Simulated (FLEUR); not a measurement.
Equation of state of hcp Ti (space group 194): energy against volume (FLEUR, PBE)

```yaml
crystal:
  lattice:
    - [2.89755, 0.00000, 0.00000]
    - [-1.44877, 2.50935, 0.00000]
    - [0.00000, 0.00000, 4.59678]
  atoms:
    - { symbol: Ti, position: [0.66667, 0.33333, 0.75000] }
    - { symbol: Ti, position: [0.33333, 0.66667, 0.25000] }
```

Level of theory: PBE, all-electron FLAPW (FLEUR), scalar-relativistic valence (FLEUR). Settings: Kmax = 4.56 1/bohr; GmaxXC = 13.7 1/bohr; xcFunctional = pbe; jspins = 1; l_soc = F; mode = hist; fermiSmearingEnergy = 0.00183747 Htr; mesh (inpgen div1-3) = 23 23 13; inpgen gamma flag = false; Gmax = 13.7 1/bohr; numbands = 0; maxIterBroyd = 15; imix = Anderson; alpha = 0.05; precondParam = 0; minDistance = 1e-05 me/bohr^3. The cell above is the first row's. The rows scale it uniformly. In all rows fractional positions and the k mesh are held. E is the free energy at the stated smearing, counted from the lowest row.

```csv
V (Å^3/atom),E (meV/atom)
16.711,?
17.075,3.06
17.438,0.00
17.801,2.31
18.165,9.49
18.528,21.09
18.891,36.69
19.255,55.93
19.618,78.45
```

Problem. Fit E against V with the third-order Birch-Murnaghan form, a cubic in V^(-2/3), and predict the withheld value at V = 16.711.

Solution. With u = V^(-2/3) - 0.144, the rows have u = 0.006809, 0.004708, 0.002680, 0.000714, -0.001183, -0.003018, -0.004801, -0.006523. Least squares gives E = 13.325 - 5812.03·u + 635898·u² - 545558·u³. Residuals (row less fit): 0.000, 0.000, 0.004, -0.009, -0.001, 0.017, -0.016, 0.005; standard error 0.013 (degrees of freedom: 4). Its minimum lies at u = 0.004597, so V0 = (0.148597)^(-3/2) = 17.46. There d²E/du² = 1257000 and d³E/du³ = -3273000, so B0 = (4/9) × 17.46^(-7/3) × 1257000 × 0.160218 = 113 GPa (the last factor turns the table's units into GPa), and B0' = 4 + (2/3) × 0.148597 × (-3273000)/1257000 = 3.7. At the withheld row, u = 0.008991, so E = 13.325 - 5812.03 × 0.008991 + 635898 × 0.008991² - 545558 × 0.008991³ = 12.077 meV/atom. The calculation gives 12.04 meV/atom, 0.037 meV/atom below the prediction (under 0.05 % of the range of E in the table). The row lies outside the fitted rows, so this is an extrapolation. From the scatter of the fitted rows alone, a prediction at this place has a standard error of 0.039 meV/atom, so the miss is 1.0 times that.

Carrying the step between the two nearest rows on in a straight line would have given 6.13, off by 5.91; series whose last step already gives the withheld value aren't shown. The scan was laid around a cell of about the measured size, scaled by a guess for this functional; axis ratios and inner coordinates come from that cell. The runs keep the symmetry of the cell, so they don't test it for distortions. Spin polarisation is off. Values depend on the basis (sphere radii, cutoffs, local orbitals), which need not be converged. The shape of the cell and the inner coordinates aren't relaxed, so V0 and B0 belong to this uniform scaling; a relaxed crystal lies no higher in energy and is usually softer. Cutoffs and mesh are single choices, not tested for convergence of this quantity. Series with a scatter that would blur these digits, or in which a gap closes, are not shown. Nor are scans whose minimum lies at an end fitted in this form.
